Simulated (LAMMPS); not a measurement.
MD of Pt (fcc) at zero pressure, 2048 atoms, as a liquid; each row is its own run.

All values are model results, not measurements: classical MD, pair style meam, file library.meam (library.meam-Pt), run in LAMMPS.

```csv
T (K),D(Pt) (cm²/s)
1430,5.88e-6
1630,9.69e-6
1840,1.68e-5
2040,2.31e-5
2550,4.47e-5
2650,4.80e-5
2860,5.56e-5
3270,8.77e-5
```

Question: Fit an Arrhenius law, ln y = a + b / x, to these rows (x is the first column, y the second) and predict the run at x = 2250.

Answer: Least squares gives a = -7.3776 and b = -6718. The slope times kB gives an activation energy of 0.58 eV. At x = 2250 the fit predicts 3.16e-5 cm²/s. The run itself gave (3.13 ± 0.05) × 10^-5 cm²/s, so the fit is 0.96 % high, within the run's error.

Caution: the potential MEAM library.meam-Pt is a first-neighbour MEAM set with a 4 Å cutoff, used here without a parameter file and away from the static properties it was fitted to.

Caution (row 1430): this liquid lies under the melting point of about 1540 K that MEAM library.meam-Pt gives, so it is undercooled.

Errors of D are the spread over four groups of atoms in one short run; a floor of about 5 %, a picked value, is safer.
